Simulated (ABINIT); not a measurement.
ABINIT is run on GaAs (F-43m, 2 atoms in the cell), and the run fails. The aim is a self-consistent single point with DFT, PBE, plane waves, norm-conserving pseudopotentials (PseudoDojo nc-sr-05 PBE standard).

Cell that was meant: a = 4.0660 Å, b = 4.0660 Å, c = 4.0660 Å, α = 60.00°, β = 60.00°, γ = 60.00°.

Part of the input:

```
natom 2
ntypat 2
znucl 31 33
typat 1
xred
         0.0000000000    0.0000000000    0.0000000000
         0.2500000000    0.2500000000    0.2500000000
```

Log, with long lists cut:

```
 ++++++++++++++++++++++++++++++++++++++++++++++++++++++++++++++++++++++++++++++

 Netcdf library supports MPI-IO
-instrng: 28 lines of input have been read from file run.abi

 For atom type 1, psp file is ./Ga.upf
 For atom type 2, psp file is ./As.upf

 inpspheads: deduce mpsang = 3, n1xccc = 2501.

=======================================================
 invars1m : enter jdtset= 0

--- !WARNING
src_file: m_parser.F90
src_line: 353
message: |
    Attempted to read ndig: 4 integer digits
    from string(1:ndig)= `XRED` to initialize an integer variable
    iomsg: Bad integer for item 1 in list input
...

--- !ERROR
src_file: m_parser.F90
src_line: 2071
mpi_rank: 0
message: |
    An error occurred reading data for keyword ` TYPAT`,
    looking for 2 elements.
    There is a problem with the input string:
     XRED 0.0000000000 0.0000000000 0.0000000000 0.2500000000 0.2500000000 0.2500000000 ECUT 84 RY OCCOPT 3 TSMEAR 0.00367493 NBAND 19 KPTOPT 1 NGKPT 5 5 5 NSHIFTK 1 SHIFTK 0 0 0 NSTEP 80 TOLVRS 1.0E-10 PRTWF 0 PRTDEN 0 ENUNIT 2
    Maybe a disagreement between the declared dimension of the array,
    and the number of items provided.
    Action: correct your input file and especially the keyword:  TYPAT
...

 abinit_abort: decision taken to exit. Check above messages for more info
Abort(13) on node 0 (rank 0 in comm 0): application called MPI_Abort(MPI_COMM_WORLD, 13) - process 0

--- !ERROR
src_file: m_parser.F90
src_line: 2071
mpi_rank: 0
message: |
    An error occurred reading data for keyword ` TYPAT`,
    looking for 2 elements.
    There is a problem with the input string:
     XRED 0.0000000000 0.0000000000 0.0000000000 0.2500000000 0.2500000000 0.2500000000 ECUT 84 RY OCCOPT 3 TSMEAR 0.00367493 NBAND 19 KPTOPT 1 NGKPT 5 5 5 NSHIFTK 1 SHIFTK 0 0 0 NSTEP 80 TOLVRS 1.0E-10 PRTWF 0 PRTDEN 0 ENUNIT 2
    Maybe a disagreement between the declared dimension of the array,
    and the number of items provided.
    Action: correct your input file and especially the keyword:  TYPAT
...
```

Question: Read the log: what does the program object to, and what is the fix?

Answer: The fault is a list of atom types shorter than the atom count. Every atom needs a type. To fix it, complete the list. The program stopped before any SCF iteration.

The sound input it was made from differs as follows (other fixes are possible):
```diff
-typat 1
+typat 1 2
```

With that input, the run converged in 13 iterations: free energy E − TS -4967.80 eV; Fermi level (on the code's own zero) 3.72 eV; pressure 0.13 GPa (DFT, PBE, plane waves, norm-conserving pseudopotentials (PseudoDojo nc-sr-05 PBE standard)).

On the sound input: the starting cell comes from a database of computed structures (which also holds hypothetical and non-ambient phases and stackings), without a prior relaxation at this level. The run gives no clean gap (levels at the Fermi energy touch, overlap or are partly filled at this smearing), which alone does not show that the compound is a metal.
